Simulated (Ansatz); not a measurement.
The starting structures come from a database of crystals and need not be the phases stable at ambient conditions.

Tunnelling through a barrier is set by its complex band structure: the current falls as exp(−2κd) with the smallest κ.

Input:

```
CdClS2Sb
1.0
    3.91308     0.00000     0.00000
    0.00000    12.41500     0.00000
    0.00000     0.00000     9.47026
Cd Sb S Cl
4 4 8 4
Direct
  0.25000   0.73130   0.00015
  0.75000   0.26870   0.99985
  0.75000   0.23130   0.49985
  0.25000   0.76870   0.50015
  0.25000   0.02804   0.81161
  0.75000   0.97196   0.18839
  0.75000   0.52804   0.68839
  0.25000   0.47196   0.31161
  0.25000   0.83352   0.24130
  0.75000   0.16648   0.75870
  0.75000   0.33352   0.25870
  0.25000   0.66648   0.74130
  0.25000   0.10970   0.05365
  0.75000   0.89030   0.94635
  0.75000   0.60970   0.44635
  0.25000   0.39030   0.55365
  0.75000   0.60329   0.07498
  0.25000   0.39671   0.92502
  0.25000   0.10329   0.42502
  0.75000   0.89671   0.57498
```

Space group of this cell: Pnma. The cell was relaxed by PBE-D3(BJ); by r2SCAN its mean pressure is 1.0 GPa.

Transport runs along the normal of the first two printed cell vectors.

The gap is the functional's own. No spin-orbit coupling. Mid-gap values are interpolated on the energy grid.

Problem. Give the band gap and the smallest decay constant κ at mid-gap that r2SCAN in Ansatz (an electronic-structure program) yields.

Solution. Gap 2.07 eV on a 8×4×4 mesh; κ = 0.268 1/Å, at (0.000, 0.250) of the in-plane reciprocal vectors. At the zone centre, at the nearest computed energy, the slowest state has κ = 0.28 1/Å.
